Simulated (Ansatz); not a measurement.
# GaCuSe2: pressure 0.9 GPa

Take GaCuSe$_{2}$ in the chalcopyrite structure (space group I-42d, No. 122; a = 5.5700 Å, c = 11.0748 Å) as the base.

It is then changed as follows: cell and atoms relaxed at a pressure of 0.9 GPa.

Method: PBEsol (Ansatz, a program for electronic structure), no SOC. Settings: 8×8×8 k-points, 0.05 eV Fermi–Dirac smearing.

The volume per atom shrinks by 0.266 Å³ (21.47 Å³ → 21.21 Å³) and the lattice parameter a decreases by 0.043 bohr to 10.483 bohr. The c/a ratio remains 1.988 and the shortest interatomic distance shrinks by 0.0194 bohr (4.500 bohr → 4.480 bohr). The enthalpy H = E + PV relative to the base's energy amounts to +0.12 eV/atom and the band gap goes up by 0.05 eV (0.12 eV → 0.17 eV). The gap character remains direct at Γ and the width of the top valence band grows by 0.03 eV, from 1.02 eV to 1.05 eV. The valence-band top at Γ (three highest levels, from the VBM) remains 0.00, -0.09, -0.09 eV.

Final structure:

```
GaCuSe2
1.0
   -2.77363     2.77363     5.51387
    2.77363    -2.77363     5.51387
    2.77363     2.77363    -5.51387
Ga Cu Se
2 2 4
Cartesian
  0.00000   0.00000   5.51387
  2.77363   0.00000   2.75693
  0.00000   0.00000   0.00000
  0.00000   2.77363   2.75693
  1.43297   1.38681   6.89233
  4.16044   1.34066  -1.37847
  1.34066   1.38681   1.37847
 -1.38681   1.43297   4.13540
```

Load acts through the strain it causes; cell and atoms are relaxed under it. Stability against distortions was not tested. All final runs are without spin polarisation. A zero or small gap of GaCuSe2 can be the functional's error rather than a property of the material.
